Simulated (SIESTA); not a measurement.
## A self-consistent single point of TaGa3 (I4/mmm, 4 atoms in the cell) with SIESTA

Method of the run: SIESTA 5.4.2 with LDA PW92, numerical atomic orbitals TZP, PseudoDojo LDA standard norm-conserving potentials (rewritten from UPF to PSML).

This input was run:

```
# files in the folder: Ta.psml Ga.psml (PseudoDojo LDA standard)
SystemName  TaGa3
SystemLabel TaGa3

NumberOfAtoms                4
NumberOfSpecies              2
%block ChemicalSpeciesLabel
  1 73 Ta
  2 31 Ga
%endblock ChemicalSpeciesLabel
LatticeConstant              1.0 Ang
%block LatticeVectors
    -1.895170000    1.895170000    4.331880000
     1.895170000   -1.895170000    4.331880000
     1.895170000    1.895170000   -4.331880000
%endblock LatticeVectors
AtomicCoordinatesFormat      Ang
%block AtomicCoordinatesAndAtomicSpecies
     0.000000000    0.000000000    0.000000000  1
     0.000000000    0.000000000    4.331880000  2
     0.000000000    1.895170000    2.165940000  2
     1.895170000    0.000000000    2.165940000  2
%endblock AtomicCoordinatesAndAtomicSpecies

XC.functional                LDA
XC.authors                   PW92
PAO.BasisSize                TZP
PAO.EnergyShift              0.01 Ry
MeshCutoff                   400 Ry
%block kgrid.MonkhorstPack
    9   0   0  0.0
    0   9   0  0.0
    0   0   9  0.0
%endblock kgrid.MonkhorstPack
OccupationFunction           FD
ElectronicTemperature        1160.45 K

MaxSCFIterations             150
SCF.Mixer.Method             Broyden
SCF.Mixer.Weight             0.1
SCF.Mixer.History            8
SCF.DM.Tolerance             1.0E-05
Diag.ParallelOverK           true
WriteForces                  true
```

The program printed (abridged):

```
reinit: Reading from file input.fdf

reinit: System Name: TaGa3
reinit: System Label: TaGa3

coor:   Atomic-coordinates input format  =     Cartesian coordinates
coor:                                          (in Angstroms)

siesta: Atomic coordinates (Bohr) and species
siesta:      0.00000   0.00000   0.00000  1        1
siesta:      0.00000   0.00000   8.18607  2        2
siesta:      0.00000   3.58135   4.09303  2        3
siesta:      3.58135   0.00000   4.09303  2        4

siesta: System type = bulk

initatomlists: Number of atoms, orbitals, and projectors:      4    91    86

siesta: ******************** Simulation parameters ****************************
redata: Spin configuration                          = none
redata: Time-Reversal Symmetry                      = T
redata: Number of Atomic Species                    =        2
redata: Mesh Cutoff                                 =   400.0000 Ry
redata: Net charge of the system                    =     0.0000 |e|
redata: Min. number of SCF Iter                     =        0
redata: Max. number of SCF Iter                     =      150
redata: SCF convergence failure will abort job
redata: SCF mix quantity                            = Hamiltonian
redata: Mix DM or H after convergence               =   F
redata: Recompute H after scf cycle                 =   F
redata: Mix DM in first SCF step                    =   T
redata: No kicks to SCF
redata: DM Mixing Weight for Kicks                  =     0.5000
redata: Require Harris convergence for SCF          =   F
redata: Harris energy tolerance for SCF             =     0.000100 eV
redata: Require DM convergence for SCF              =   T
redata: DM tolerance for SCF                        =     0.000010
redata: Require EDM convergence for SCF             =   F
redata: EDM tolerance for SCF                       =     0.001000 eV
redata: Require H convergence for SCF               =   T
redata: Hamiltonian tolerance for SCF               =     0.001000 eV
redata: Require (free) Energy convergence for SCF   =   F
redata: (free) Energy tolerance for SCF             =     0.000100 eV
redata: Using DFT-D3 dispersion                     =   F
redata: Using Saved Data (generic)                  =   F
redata: Method of Calculation                       = Diagonalization
redata: Electronic Temperature                      =  1160.4500 K
redata: Number of TDED substeps                     =        3
redata: Dynamics option                             = Single-point calculation
redata: Save all siesta data in one NC              =   F
redata: ***********************************************************************

%block SCF.Mixers
  Broyden
%endblock SCF.Mixers

%block SCF.Mixer.Broyden
  # Mixing method
  method broyden

  # Mixing options
  weight 0.1000
  weight.linear 0.1000
  weight.prime 0.1000
  history 8
%endblock SCF.Mixer.Broyden

DM_history_depth set to one: no extrapolation allowed by default for geometry relaxation
Size of DM history Fstack: 1
Total number of electrons:    52.000000
Total ionic charge:    52.000000

* ProcessorY, Blocksize:    1  64

* Orbital distribution balance (max,min):    91    91

 Kpoints in:          405 . Kpoints trimmed:          365

siesta: k-grid: Number of k-points = 365
siesta: k-points from Monkhorst-Pack grid
siesta: k-cutoff (effective) =    17.057 Ang
siesta: k-point supercell and displacements
siesta: k-grid:     9     0     0      0.000
siesta: k-grid:     0     9     0      0.000
siesta: k-grid:     0     0     9      0.000

diag: Algorithm                                     = D&C
diag: Parallel over k                               =   F
diag: Use parallel 2D distribution                  =   F
diag: Parallel block-size                           = 64
diag: Parallel distribution                         =     1 x     1
diag: Used triangular part                          = Lower
diag: Absolute tolerance                            =  0.100E-15
diag: Orthogonalization factor                      =  0.100E-05
diag: Memory factor                                 =  1.0000

superc: Internal auxiliary supercell:     7 x     7 x     7  =     343
superc: Number of atoms, orbitals, and projectors:   1372  31213  29498

                        Single-point calculation

superc: Internal auxiliary supercell:     7 x     7 x     7  =     343
superc: Number of atoms, orbitals, and projectors:   1372  31213  29498

outcell: Unit cell vectors (Ang):
       -1.895170    1.895170    4.331880
        1.895170   -1.895170    4.331880
        1.895170    1.895170   -4.331880

outcell: Cell vector modules (Ang)   :    5.093969    5.093969    5.093969
outcell: Cell angles (23,13,12) (deg):    136.3168    136.3168     63.4909
outcell: Cell volume (Ang**3)        :     62.2347
new_DM -- step:     1
Initializing Density Matrix...

Attempting to read DM from file... Failed...
DM filled with atomic data:

InitMesh: MESH = 50 x 50 x 40 = 100000
InitMesh: Mesh cutoff (required, used) =   400.000   406.679 Ry

stepf: Fermi-Dirac step function

        iscf     Eharris(eV)        E_KS(eV)     FreeEng(eV)     dDmax    Ef(eV) dHmax(eV)
   scf:    1    -7986.850255    -8001.997753    -8002.036820  1.162889 -2.756030 10.630644
   scf:    2    -8004.934733    -8003.580880    -8003.618409  0.119449 -2.939275  7.422550
   scf:    3    -8005.372623    -8004.930332    -8004.958346  0.252030 -3.415552  2.316808
   scf:    4    -8004.957527    -8005.022076    -8005.054495  0.201172 -3.368427  2.136068
   scf:    5    -8005.115022    -8005.143971    -8005.172081  0.115960 -3.601252  0.616925
   scf:    6    -8005.154629    -8005.155837    -8005.185524  0.009819 -3.550247  0.061298
   [... 2 lines left out ...]
   scf:    9    -8005.156246    -8005.156105    -8005.185823  0.000595 -3.554403  0.032826
   scf:   10    -8005.156250    -8005.156184    -8005.185856  0.000503 -3.556402  0.010472
   scf:   11    -8005.156233    -8005.156210    -8005.185860  0.000145 -3.557283  0.001006
   scf:   12    -8005.156210    -8005.156210    -8005.185860  0.000014 -3.557297  0.000906
   scf:   13    -8005.156210    -8005.156210    -8005.185860  0.000009 -3.557317  0.000736

SCF Convergence by DM+H criterion
max |DM_out - DM_in|         :     0.0000093862
max |H_out - H_in|      (eV) :     0.0007360697
SCF cycle converged after 13 iterations

Using DM_out to compute the final energy and forces

siesta: E_KS(eV) =            -8005.1562

siesta: E_KS - E_eggbox =     -8005.1562

siesta: Atomic forces (eV/Ang):
     1   -0.000000    0.000000    0.000000
     2    0.000000   -0.000000    0.000000
     3   -0.000165    0.000165   -0.000000
     4    0.000165   -0.000165    0.000000
   Tot    0.000000    0.000000   -0.000000
   Max    0.000165
   Res    0.000095    sqrt( Sum f_i^2 / 3N )
   Max    0.000165    constrained

Stress tensor Voigt[x,y,z,yz,xz,xy] (kbar):       63.63       63.63       39.95       -0.02       -0.02        0.29
(Free)E + p*V (eV/cell)    -8007.3510
Target enthalpy (eV/cell)    -8005.1859

siesta: Program's energy decomposition (eV):
siesta: Ebs     =     -1063.084240
siesta: Eions   =      9141.087655
siesta: Ena     =       565.658863
siesta: Ekin    =      5559.013631
siesta: Enl     =     -2966.490529
siesta: Eso     =         0.000000
siesta: Edftu   =         0.000000
siesta: DEna    =        56.930580
siesta: DUscf   =         2.080855
siesta: DUext   =         0.000000
siesta: Ex      =     -1919.046037
siesta: Ec      =      -162.215917
siesta: Exc     =     -2081.261955
siesta: Eharris =     -8005.156210
siesta: Etot    =     -8005.156210
siesta: FreeEng =     -8005.185860

siesta: Stress tensor (static) (eV/Ang**3):
siesta:     0.039717    0.000183   -0.000012
siesta:     0.000183    0.039717   -0.000012
siesta:    -0.000012   -0.000012    0.024937

siesta: Cell volume =         62.234722 Ang**3

siesta: Pressure (static):
siesta:                Solid            Molecule  Units
siesta:          -0.00037892         -0.00037895  Ry/Bohr**3
siesta:          -0.03479050         -0.03479384  eV/Ang**3
siesta:         -55.74052947        -55.74588146  kBar
```

The run converged in 13 iterations.

The starting cell comes from a database of computed structures (which also holds hypothetical and non-ambient phases and stackings), without a prior relaxation at this level. Spin polarisation is off. Values carry the incompleteness of an atom-centred basis. With a pressure of about -6 GPa the cell is away from its equilibrium volume at this level.

Cost on one core of a shared machine: roughly 2 min.
